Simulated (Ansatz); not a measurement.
The starting structures come from a database of crystals and need not be the phases stable at ambient conditions.

 Where the default PAW files enter, the runs use the earlier of Ansatz's two default sets.

Data:

```yaml
crystal:
  lattice:
    - [6.75991, 0.00000, 0.00000]
    - [-3.37995, 5.85425, 0.00000]
    - [3.37995, 1.95142, 5.51944]
  atoms:
    - { symbol: Cs, position: [0.50000, 0.25000, 0.25000] }
    - { symbol: Cs, position: [0.50000, 0.75000, 0.75000] }
    - { symbol: Tl, position: [0.00000, 0.50000, 0.50000] }
    - { symbol: Tl, position: [0.00000, 0.00000, 0.00000] }
    - { symbol: F, position: [0.00000, 0.77234, 0.22766] }
    - { symbol: F, position: [0.00000, 0.22766, 0.77234] }
    - { symbol: F, position: [0.00000, 0.22766, 0.22766] }
    - { symbol: F, position: [0.00000, 0.77234, 0.77234] }
    - { symbol: F, position: [0.54468, 0.77234, 0.22766] }
    - { symbol: F, position: [0.45532, 0.22766, 0.77234] }
```

Space group of this cell: Fm-3m. The cell is taken as given.

Transport runs along the normal of the first two printed cell vectors, the (111) plane of the conventional cell.

The gap is the functional's own, uncorrected, and κ follows it; spin-orbit coupling is left out. Mid-gap values are interpolated between the computed energies.

Task: Estimate the band gap and the smallest decay constant κ at mid-gap that r2SCAN (Ansatz, a program for electronic structure) returns for this system.

Result: Gap 2.50 eV on a 6×6×6 mesh; κ = 0.276 1/Å, at the zone centre.
